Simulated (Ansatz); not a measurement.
AlAs (F-43m), HSE06 with spin-orbit coupling, rigid bands in Ansatz (a quantum-chemistry and plane-wave program): N_v = 2.29e19 cm⁻³ at 300 K and a hole conductivity mass of 0.565 mₑ.

### Question
For 1e16 holes per cm³ at 300 K, place the Fermi level, estimate the Seebeck coefficient of a parabolic band with constant τ, and give mobility and conductivity for τ = 50 fs.

### Answer
The level lies k_BT ln(N_v/p) = 0.200 eV above the valence-band maximum. S ≈ +(k_B/e)[ln(N_v/p) + 5/2] = 882 μV/K, against 886 μV/K from the full bands (mean over directions). μ = eτ/m = 156 cm²/(V·s) and σ = peμ = 0.249 S/cm. τ is assumed, not computed.

Band transport and this doping are assumed; polarons and phonon drag are left out. Geometry: cell and atoms relaxed with PBEsol.
